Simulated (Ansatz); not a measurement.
MoS (model structure, started from the WC type, P-6m2, No. 187, 2 atoms in the cell), treated with r²SCAN (Ansatz, a first-principles code, PAW).

Run with plane-wave cutoff 560 eV, 18×18×18 k mesh, Fermi–Dirac smearing 0.05 eV, no spin polarisation, scalar-relativistic PAW data made under PBE.

Cell (relaxed at this level):

```
CELL_PARAMETERS angstrom
      3.22641     0.00000     0.00000
     -1.61320     2.79415     0.00000
      0.00000     0.00000     3.22391
ATOMIC_POSITIONS crystal
  Mo 0.00000 0.00000 0.00000
  S  0.66667 0.33333 0.50000
```

Problem. Predict the bulk modulus B0.

Solution. 
* **bulk modulus B0**: 199 GPa

Note: the run has no spin polarisation, so it can have missed a magnetic state; the bulk modulus is −V dP/dV from two relaxed cells at ±2 % in volume; the relaxation could raise the start's symmetry but not lower it, so the cell can be a saddle point.

Static lattice: no zero-point or thermal effects.

A model structure was made by putting elements into a prototype or built by hand; it is no filed structure, need not be a known phase, and can be a saddle point held by its symmetry.
